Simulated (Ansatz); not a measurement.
MgO: isotropic strain +0.50 %

Consider MgO in the rock salt structure (space group Fm-3m, No. 225; a = 4.214 Å).

Now apply this change: the cell is scaled by 1.0050 in all directions, atoms relaxed at fixed cell.

The values are results of PBEsol in Ansatz (plane waves to 420 eV, PAW, spin-orbit coupling left out), not measurements. k-mesh 13×13×13 (Γ-centred); smearing 0.05 eV (Fermi–Dirac).

The volume per atom grows by 0.141 Å³, from 9.35 Å³ to 9.50 Å³ and the space group is still Fm-3m (No. 225). The shortest interatomic distance increases by 0.011 Å to 2.118 Å and the energy grows by 1.0 meV/atom. The pressure falls by 2.29 GPa, from 0.01 GPa to -2.28 GPa and the band gap drops by 0.14 eV (4.62 eV → 4.48 eV). The gap character stays direct at Γ and the electron mass stays 0.34 mₑ (at Γ). The hole mass (degenerate bands, along [100]) stays 0.38, 2.1, 2.1 mₑ (at Γ).

Final structure:

```
CELL_PARAMETERS angstrom
      0.00000     2.11758     2.11758
      2.11758     0.00000     2.11758
      2.11758     2.11758     0.00000
ATOMIC_POSITIONS crystal
  Mg 0.00000 0.00000 0.00000
  O  0.50000 0.50000 0.50000
```

Masses are band curvatures over ±0.01 Å⁻¹ around the edge. Whether these cells are dynamically stable was not tested.

Ansatz is a first-principles code.
